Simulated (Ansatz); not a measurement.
The decay constant κ of evanescent states in the gap governs leakage through a thin film.

Data:

```
CuI
1.0
    4.22100     0.00000     0.00000
    0.00000     4.22100     0.00000
    2.11050     2.11050     2.98470
Cu I
1 1
Direct
  0.75000   0.25000   0.50000
  0.00000   0.00000   0.00000
```

The cell was relaxed by PBE-D3(BJ); by r2SCAN it stands under a pressure of 1.3 GPa.

Transport runs along the normal of the first two printed cell vectors, the (001) plane of the conventional cell.

The gap is the functional's own, uncorrected, and κ follows it; spin-orbit coupling is left out. Mid-gap means the computed energy nearest the middle.

**Question.** Give the band gap and the smallest decay constant κ at mid-gap that r2SCAN (Ansatz, an electronic-structure program) yields.

**Answer.** Gap 1.75 eV on a 10×10×10 mesh; κ = 0.157 1/Å, at the zone centre.
